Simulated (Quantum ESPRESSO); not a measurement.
A self-consistent single point of KCrF₃ (P4mm, 5 atoms in the cell) with Quantum ESPRESSO.

Method of the run: LDA (PZ)+U, GBRV 1.5 ultrasoft (LDA) pseudopotentials (plane waves; Quantum ESPRESSO 7.5).

The change in words: lattice scaled by 0.98. Reference geometry:
```xyz
5
Lattice="4.1059 0.0000 0.0000 0.0000 4.1059 0.0000 0.0000 0.0000 4.6144" Properties=species:S:1:pos:R:3 pbc="T T T"
K      2.0529     2.0529     2.3572
Cr     0.0000     0.0000     0.0000
F      0.0000     0.0000     2.3072
F      0.0000     2.0529     0.0000
F      2.0529     0.0000     0.0000
```
Moments meant for the start (each program seeds them in its own way; μB, in the order of the atoms K Cr F F F): 0.0 3.0 0.0 0.0 0.0.

Reference input (self-consistent single point, DFT, LDA (PZ)+U, plane waves, GBRV 1.5 ultrasoft (LDA) pseudopotentials): ecutwfc = 50 Ry; ecutrho = 400 Ry; occupations = smearing; smearing = fd; degauss = 0.000734986 Ry; nspin = 2; potentials = {K: k_lda_v1.4.uspp.F.UPF, Cr: cr_lda_v1.5.uspp.F.UPF, F: f_lda_v1.4.uspp.F.UPF}; K_POINTS = automatic 2 2 2 0 0 0; HUBBARD = ortho-atomic; U Cr-3d 3.7 eV; conv_thr = 1e-10 Ry; mixing_beta = 0.2. This run's input differs from it in these lines:

```diff
@@ -29,11 +29,11 @@
 CELL_PARAMETERS {angstrom}
-   4.1058910000     0.0000000000     0.0000000000
-   0.0000000000     4.1058910000     0.0000000000
-   0.0000000000     0.0000000000     4.6144420000
+   4.0237730000     0.0000000000     0.0000000000
+   0.0000000000     4.0237730000     0.0000000000
+   0.0000000000     0.0000000000     4.5221530000
 ATOMIC_POSITIONS {angstrom}
-K     2.0529455000    2.0529455000    2.3572230935
+K     2.0118865000    2.0118865000    2.3100785499
 Cr    0.0000000000    0.0000000000    0.0000000000
-F     0.0000000000    0.0000000000    2.3072210000
-F     0.0000000000    2.0529455000    0.0000000000
-F     2.0529455000    0.0000000000    0.0000000000
+F     0.0000000000    0.0000000000    2.2610765000
+F     0.0000000000    2.0118865000    0.0000000000
+F     2.0118865000    0.0000000000    0.0000000000
 K_POINTS {automatic}
```

Output, abridged:

```
     Self-consistent Calculation

     iteration #  1     ecut=    50.00 Ry     beta= 0.20

     =================== HUBBARD OCCUPATIONS ===================
     ------------------------ ATOM    2 ------------------------
     Tr[ns(  2)] (up, down, total) =   4.11826  0.20395  4.32221
     Atomic magnetic moment for atom   2 =   3.91431
     SPIN  1
     eigenvalues:
       0.516  0.646  0.985  0.985  0.987
     SPIN  2
     eigenvalues:
       0.022  0.022  0.030  0.053  0.077

     Number of occupied Hubbard levels =    4.3222

     Threshold (ethr) on eigenvalues was too large:
     Diagonalizing with lowered threshold

   [... lines left out ...]

     negative rho (up, down):  0.000E+00 4.283E-03

     total energy              =    -378.43365074 Ry
     estimated scf accuracy    <       0.00179985 Ry

     total magnetization       =     4.00 Bohr mag/cell
     absolute magnetization    =     4.09 Bohr mag/cell

     iteration #100     ecut=    50.00 Ry     beta= 0.20

     negative rho (up, down):  0.000E+00 4.285E-03

     total energy              =    -378.43324880 Ry
     estimated scf accuracy    <       0.00098490 Ry

     total magnetization       =     4.00 Bohr mag/cell
     absolute magnetization    =     4.09 Bohr mag/cell
     End of self-consistent calculation

     convergence NOT achieved after 100 iterations: stopping

   JOB DONE.
```

The run ended unconverged after 100 iterations. 

The starting cell comes from a database of computed structures (which also holds hypothetical and non-ambient phases and stackings), without a prior relaxation at this level. Its lattice was rescaled by up to half a per cent. One atom was moved a little off its site on purpose. For this run, on top of that: lattice scaled by 0.98.

Cost on one core of a shared machine: roughly 4 min.
